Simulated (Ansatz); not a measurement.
**B20 (FeSi-type) MnSi**

Method: PBE0 (plane waves, PAW; Ansatz, a quantum-chemistry and plane-wave program).

Numerical settings: plane-wave cutoff 460 eV, 6×6×6 k mesh, Fermi–Dirac smearing 0.05 eV, spin-polarised with parallel moments, scalar-relativistic PAW data made under PBE.

Cell (relaxed at this level):

```cif
data_Mn4Si4
_chemical_formula_sum 'Mn4 Si4'
_space_group_name_H-M_alt 'P 1'
_space_group_IT_number 1
_cell_length_a 4.46619
_cell_length_b 4.46619
_cell_length_c 4.46619
_cell_angle_alpha 90.000
_cell_angle_beta 90.000
_cell_angle_gamma 90.000
loop_
_space_group_symop_operation_xyz
  'x, y, z'
loop_
_atom_site_label
_atom_site_type_symbol
_atom_site_fract_x
_atom_site_fract_y
_atom_site_fract_z
_atom_site_occupancy
Mn1 Mn 0.86437 0.63563 0.36437 1
Mn2 Mn 0.36437 0.86437 0.63563 1
Mn3 Mn 0.13563 0.13563 0.13563 1
Mn4 Mn 0.63563 0.36437 0.86437 1
Si1 Si 0.15241 0.34759 0.65241 1
Si2 Si 0.65241 0.15241 0.34759 1
Si3 Si 0.84759 0.84759 0.84759 1
Si4 Si 0.34759 0.65241 0.15241 1
```
Starting moments (μB, in the order of the record's atoms Mn Mn Mn Mn Si Si Si Si): 1.2 1.2 1.2 1.2 0.0 0.0 0.0 0.0.

```
Item                                              Result
-----------------------------------------------  -------
magnetic moment (largest site, within a sphere)  1.16 μB
```

Note: the collinear magnetic order is the start's and need not be the measured one.

Moments are spin moments.

Static lattice: no zero-point or thermal effects.

Cost on a shared machine: roughly 70 core-minutes.
